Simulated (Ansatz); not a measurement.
What biaxial strain −0.60 %, plane normal [001], relaxed out of plane does to BN

Start from BN in the wurtzite structure (space group P6_3mc, No. 186; a = 2.5232 Å, c = 4.1751 Å). Axes: x lies along a and z along c of the hexagonal cell.

Now apply this change: biaxial strain −0.60 %, plane normal [001], relaxed out of plane (Cartesian); in-plane vectors clamped, the third vector and the atoms free.

All numbers come from DFT with LDA, PAW potentials and a 420 eV plane-wave cutoff in Ansatz (a program for electronic structure), scalar-relativistic without spin-orbit coupling. Γ-centred 15×15×8 mesh, Fermi–Dirac width 0.05 eV.

- Volume per atom = 5.69 Å³ (base 5.76 Å³)
- Space group = P6_3mc (No. 186) (base P6_3mc (No. 186))
- Shortest interatomic distance = 1.541 Å (base 1.548 Å)
- Pressure (mean of the normal stresses, compression positive) = 4.63 GPa (base 0.00 GPa)
- Band gap = 4.87 eV (base 4.93 eV)
- Gap character = indirect, Γ → K (base indirect, Γ → K)
- Smallest direct gap = 8.35 eV (base 8.29 eV)
- Width of the top valence band = 5.61 eV (base 5.56 eV)
- Electron mass = 0.30 mₑ out of plane, 0.49 mₑ in plane (at K) (base 0.30 mₑ along c, 0.50 mₑ across (at K))
- Valence-band top at Γ (three highest levels, from the VBM) = 0.00, 0.00, -0.34 eV (base 0.00, 0.00, -0.29 eV)
- Out-of-plane strain = +0.07 %

Masses are band curvatures over ±0.01 Å⁻¹ around the edge. Stability against distortions was not tested.
